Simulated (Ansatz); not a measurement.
Ti on the 1x1 (111) surface of fcc Pt, one in a 2x2 cell, energies for each (27.3 Å²). Energies are against an atom of hcp Ti, without zero-point or thermal terms; each row is named by its start. No converged result for: 1 more start.

Method: PBE (plane waves to 420 eV, PAW; Ansatz, a first-principles code).

Set-up: 17 atoms, 6.9 Å thick at the start under the adsorbate (thin: gaps and levels are the slab's own); mesh 6x6x1; 0.1 eV smearing; dipole correction on; 8 atoms held, the rest relaxed; each run with such symmetry as its start has; spin-polarised, no spin-orbit, no U, no dispersion correction.

A negative adsorption energy means that the adsorbate is more stable on the surface than in its reference. Starts that drift may end in the same place. Heights count from the host atoms within 0.3 Å of the top one.

```
starting site                           E_ads (eV)  height (Å)  nearest host atom (Å)  bonded to  Δ work function (eV)  lateral drift (Å)  moment (μB)
--------------------------------------  ----------  ----------  ---------------------  ---------  --------------------  -----------------  -----------
hollow Pt-Pt-Pt over Pt at depth 2.3 Å       -1.02        1.63                Pt 2.34       3 Pt                 -3.21                0.0          0.0
hollow Pt-Pt-Pt over Pt at depth 4.6 Å       -1.02        1.64                Pt 2.34       3 Pt                 -3.22                0.0          0.0
bridge Pt-Pt (span 2.8 Å)                    -1.02        1.63                Pt 2.34       3 Pt                 -3.21                0.8          0.0
```
